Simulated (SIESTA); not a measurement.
Input and output of a self-consistent single point for a defect of Sr2Ni4As3 (9 atoms in the cell) (SIESTA).

Method: LDA PW92, numerical atomic orbitals DZP, PseudoDojo LDA standard norm-conserving potentials (rewritten from UPF to PSML) in SIESTA 5.4.2.

The change in words: 2 x 1 x 1 supercell, one As atom taken out, nothing relaxed; kgrid.MonkhorstPack: 5 5 5 → 3 5 5. Reference geometry:
```
Sr(NiAs)2
1.0
   -2.04681     2.04681     5.52308
    2.04681    -2.04681     5.52308
    2.04681     2.04681    -5.52308
Sr Ni As
1 2 2
Direct
  0.00000   0.00000   0.00000
  0.75000   0.25000   0.50000
  0.25000   0.75000   0.50000
  0.64527   0.64527   0.00000
  0.35473   0.35473   0.00000
```

Reference input (self-consistent single point, DFT, LDA PW92, numerical atomic orbitals DZP, PseudoDojo LDA standard norm-conserving potentials (rewritten from UPF to PSML)): XC.functional = LDA; XC.authors = PW92; potentials = PseudoDojo LDA standard; PAO.BasisSize = DZP; PAO.EnergyShift = 0.01 Ry; MeshCutoff = 400 Ry; kgrid.MonkhorstPack = 5 5 5; OccupationFunction = FD; ElectronicTemperature = 100 meV; MaxSCFIterations = 150; SCF.Mixer.Method = Broyden; SCF.Mixer.Weight = 0.2. This run's input differs from it in these lines:

```diff
@@ -1,6 +1,6 @@
 # files in the folder: Sr.psml Ni.psml As.psml (PseudoDojo LDA standard)
-SystemName  Sr(NiAs)2
+SystemName  Sr2Ni4As3
 SystemLabel Sr(NiAs)2
 
-NumberOfAtoms                5
+NumberOfAtoms                9
 NumberOfSpecies              3
@@ -13,3 +13,3 @@
 %block LatticeVectors
-    -2.046813000    2.046813000    5.523078000
+    -4.093626000    4.093626000   11.046156000
      2.046813000   -2.046813000    5.523078000
@@ -20,6 +20,10 @@
      0.000000000    0.000000000    0.000000000  1
+    -2.046813000    2.046813000    5.523078000  1
      0.000000000    2.046813000    2.761539000  2
+    -2.046813000    4.093626000    8.284617000  2
      2.046813000    0.000000000    2.761539000  2
+     0.000000000    2.046813000    8.284617000  2
      0.000000000   -0.000000000    7.127753082  3
-    -0.000000000    0.000000000    3.918402918  3
+    -2.046813000    2.046813000   12.650831082  3
+    -2.046813000    2.046813000    9.441480918  3
 %endblock AtomicCoordinatesAndAtomicSpecies
@@ -32,3 +36,3 @@
 %block kgrid.MonkhorstPack
-    5   0   0  0.0
+    3   0   0  0.0
     0   5   0  0.0
```

Log, with long lists cut:

```
        iscf     Eharris(eV)        E_KS(eV)     FreeEng(eV)     dDmax    Ef(eV) dHmax(eV)
   scf:    1   -28586.032844   -28700.351918   -28700.682567  1.382215 -2.170769 32.652795
   scf:    2   -28652.362142   -28736.402193   -28736.539861  0.998528 -4.679324 21.372437
   scf:    3   -28761.159454   -28754.554783   -28754.748052  0.340449 -4.028002  5.170541
   scf:    4   -28754.435450   -28755.083345   -28755.307486  0.093626 -3.912308  3.441428
   scf:    5   -28747.765478   -28753.639053   -28753.890046  0.156807 -3.635766  9.998339
   [... 141 lines left out ...]
   scf:  147   -28755.843649   -28755.843653   -28756.085491  0.000045 -3.801622  0.002894
   scf:  148   -28755.843648   -28755.843651   -28756.085491  0.000052 -3.801621  0.002812
   scf:  149   -28755.843671   -28755.843661   -28756.085491  0.000052 -3.801630  0.003060
   scf:  150   -28755.843629   -28755.843646   -28756.085491  0.000073 -3.801614  0.003987
SCF_NOT_CONV: SCF did not converge in maximum number of steps (required).
SCF_NOT_CONV: SCF did not converge in maximum number of steps (required).
Geom step, scf iteration, dDmax, dHmax:    0   150      0.000073     0.000293
Geom step, scf iteration, dDmax, dHmax:    0   150      0.000073     0.000293

ABNORMAL_TERMINATION
ABNORMAL_TERMINATION
Stopping Program from Node:    0
Stopping Program from Node:    0
```

The run ended unconverged after 150 iterations. 

The starting cell comes from a database of computed structures (which also holds hypothetical and non-ambient phases and stackings), without a prior relaxation at this level. Its lattice was rescaled by up to half a per cent. Values carry the incompleteness of an atom-centred basis.

Cost on one core of a shared machine: roughly 9 min.
